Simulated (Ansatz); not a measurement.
**SiC: thickness series**

The parent structure is SiC in the wurtzite structure (space group P6_3mc, No. 186; a = 3.0753 Å, c = 5.0482 Å). Axes: x lies along a and z along c of the hexagonal cell.

Free-standing slabs (4 atom(s) a layer) normal to the y axis with 15 Å of vacuum; in-plane cell held at bulk.

Level of theory: r2SCAN, PAW, 500 eV (Ansatz, a first-principles code; scalar-relativistic without spin-orbit coupling).

Before the change:

* **Band gap**: 2.65 eV

Question: The aim is a band gap between 2.84 eV and 3.08 eV. Which of these changes reaches it?
A. 3 layers
B. 2 layers
C. 1 layer

Answer: C, 1 layer. It gives 2.98 eV; 2 layers gives 1.48 eV; 3 layers gives 1.64 eV. Changes not listed may reach it too

Whether these cells are dynamically stable was not tested.
